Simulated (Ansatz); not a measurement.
Defect migration in rutile TiO2: interstitial N, charge state -1. All values below come from PBE, PAW (plane waves to 420 eV; Ansatz, an electronic-structure program).

Settings: 72 host sites, the relaxed PBE lattice, one k-point at (0.250, 0.250, 0.250), smearing 0.01 eV, spin-restricted, no image-charge correction. Energies are static. The charge state is imposed; whether it is stable for some Fermi level was not computed. Sites that were not tried may lie lower.

Barriers: single points on a 2×2×2 k-point mesh shifted by half a step at the bands' geometries.

Relaxed starting cell (atoms counted from 1):

```
Ti24NO48
1.0
    9.28699     0.00000     0.00000
    0.00000     9.28699     0.00000
    0.00000     0.00000     8.89145
Ti O N
24 48 1
Direct
  0.00799   0.99250   0.00087
  0.01089   0.99534   0.33344
  0.98882   0.00543   0.66702
  0.00633   0.51000   0.99664
  0.99323   0.50536   0.33120
  0.00426   0.49244   0.66450
  0.50424   0.00998   0.99948
  0.49163   0.00318   0.33371
  0.50505   0.99276   0.66658
  0.50523   0.49721   0.00680
  0.50767   0.50191   0.33606
  0.49144   0.50044   0.67100
  0.24624   0.26383   0.16000
  0.25184   0.25142   0.49253
  0.24887   0.24282   0.82754
  0.25689   0.75056   0.16845
  0.24440   0.74339   0.50232
  0.25558   0.75407   0.83392
  0.76420   0.24394   0.16910
  0.74162   0.24666   0.50097
  0.75208   0.25743   0.83539
  0.74733   0.76434   0.16898
  0.75026   0.74832   0.50345
  0.74868   0.74230   0.83637
  0.14813   0.16709   0.99454
  0.14727   0.16592   0.34020
  0.15249   0.15191   0.66718
  0.15853   0.64505   0.99527
  0.15872   0.64418   0.33915
  0.15229   0.65235   0.66733
  0.65339   0.15182   0.00083
  0.65390   0.15113   0.33318
  0.65168   0.15227   0.66690
  0.65125   0.65189   0.00158
  0.65149   0.65238   0.33264
  0.65129   0.65189   0.66722
  0.09688   0.40564   0.16722
  0.09676   0.40476   0.50324
  0.09620   0.40507   0.83112
  0.15888   0.96303   0.16491
  0.09951   0.90051   0.49719
  0.10008   0.90129   0.83728
  0.59938   0.40281   0.16739
  0.59916   0.40033   0.49916
  0.59946   0.40104   0.83467
  0.59488   0.90342   0.16709
  0.59480   0.90279   0.50201
  0.59487   0.90350   0.83268
  0.40252   0.09929   0.16727
  0.40094   0.09779   0.49892
  0.40090   0.09778   0.83587
  0.40253   0.59556   0.16716
  0.40532   0.59641   0.50183
  0.40441   0.59665   0.83263
  0.90546   0.09779   0.16695
  0.90210   0.09446   0.50157
  0.90184   0.09455   0.83256
  0.90393   0.60094   0.16731
  0.90129   0.59852   0.49895
  0.90143   0.59893   0.83573
  0.34899   0.34982   0.00135
  0.34856   0.34960   0.33319
  0.34827   0.34938   0.66808
  0.35191   0.84195   0.99831
  0.35127   0.84340   0.33582
  0.34785   0.84699   0.66721
  0.84885   0.34592   0.00022
  0.84880   0.34684   0.33394
  0.84733   0.34662   0.66713
  0.83602   0.85135   0.99558
  0.83604   0.85168   0.33897
  0.84765   0.84589   0.66696
  0.05576   0.85094   0.16879
```
Cell charge -1.

End state 1 differs by these moves (Å; atoms that move under 0.08 Å are left out):

```
atom  element     Δx     Δy     Δz
----  -------  -----  -----  -----
3          Ti   0.06   0.06  -0.01
4          Ti  -0.10  -0.15  -0.03
7          Ti  -0.10  -0.17  -0.04
11         Ti  -0.05  -0.07  -0.04
12         Ti   0.08   0.08  -0.03
13         Ti  -0.08  -0.11   0.00
15         Ti   0.07   0.05   0.00
16         Ti  -0.07  -0.08  -0.03
17         Ti   0.10   0.08  -0.04
18         Ti  -0.08  -0.07  -0.03
19         Ti  -0.07  -0.08   0.00
20         Ti   0.08   0.10   0.00
21         Ti  -0.07  -0.08   0.00
22         Ti  -0.09  -0.11  -0.09
23         Ti  -0.01   0.03  -0.10
24         Ti   0.08   0.06  -0.09
40          O  -1.13  -1.13   0.03
73          N   0.87   0.86  -0.03
```

Q: Predict the forward and backward barriers to end state 1 from PBE, PAW.

A: forward 0.91 eV, backward 0.91 eV; at the saddle point atom 40 has neighbours N at 1.35; Ti at 1.89, Ti at 2.01 Å. The saddle point's order was not checked.
